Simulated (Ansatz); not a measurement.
The starting structures come from a database of crystals and need not be the phases stable at ambient conditions.

 Where the default PAW files enter, the runs use the earlier of Ansatz's two default sets.

Tunnelling through a barrier is set by its complex band structure: the current falls as exp(−2κd) with the smallest κ.

Given:

```yaml
crystal:
  lattice:
    - [5.98508, 0.00000, 0.00000]
    - [0.00000, 5.99182, 0.00000]
    - [0.00000, -2.29279, 5.63717]
  atoms:
    - { symbol: P, position: [0.37025, 0.14280, 0.38418] }
    - { symbol: P, position: [0.62975, 0.85720, 0.61582] }
    - { symbol: P, position: [0.87025, 0.85720, 0.11582] }
    - { symbol: P, position: [0.12975, 0.14280, 0.88418] }
    - { symbol: Os, position: [0.01224, 0.26305, 0.29063] }
    - { symbol: Os, position: [0.98776, 0.73695, 0.70937] }
    - { symbol: Os, position: [0.51224, 0.73695, 0.20937] }
    - { symbol: Os, position: [0.48776, 0.26305, 0.79063] }
    - { symbol: Se, position: [0.62550, 0.33532, 0.19382] }
    - { symbol: Se, position: [0.37450, 0.66468, 0.80618] }
    - { symbol: Se, position: [0.12550, 0.66468, 0.30618] }
    - { symbol: Se, position: [0.87450, 0.33532, 0.69382] }
```

Space group of this cell: P2_1/c. The cell is taken as given; by r2SCAN its mean pressure is -3.1 GPa.

Transport runs along the normal of the first two printed cell vectors.

No gap correction and no spin-orbit coupling; mid-gap values are interpolated between computed energies.

State the band gap and the smallest decay constant κ at mid-gap according to r2SCAN (Ansatz, a program for electronic structure).

Gap 0.62 eV on a 6×6×6 mesh; κ = 0.203 1/Å, at (0.000, 0.167) of the in-plane reciprocal vectors. At the zone centre, at the nearest computed energy, the slowest state has κ = 0.20 1/Å.
